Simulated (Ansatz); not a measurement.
End structure of a constructed model of the (111) surface of fcc Pd, a pseudomorphic layer of Sc in the host's stacking (bottom of the slab: a bare face, its two planes held):

```
CELL_PARAMETERS angstrom
      2.78861     0.00000     0.00000
     -1.39431     2.41501     0.00000
      0.00000     0.00000    30.50000
ATOMIC_POSITIONS crystal
  Pd 0.33333 0.66667 0.26784
  Pd 0.66667 0.33333 0.34250
  Pd 0.00000 0.00000 0.41689
  Pd 0.33333 0.66667 0.49152
  Pd 0.66667 0.33333 0.56667
  Pd 0.00000 0.00000 0.64391
  Sc 0.33333 0.66667 0.71796
```

Slab: 7 atoms, 14.2 Å thick at the start; k 15x15x1, smearing 0.1 eV, dipole-corrected; single point; on the structure that PBE left under its start's symmetry; no spin, no spin-orbit, no U. In PBE it lies 0.02 eV a 1x1 cell over the lowest computed structure of the same composition (a pseudomorphic layer of Sc in the other hollow).

### Question
What work function of the top face does r2SCAN, at the PBE geometry in Ansatz (a quantum-chemistry and plane-wave program) give?

### Answer
4.14 eV
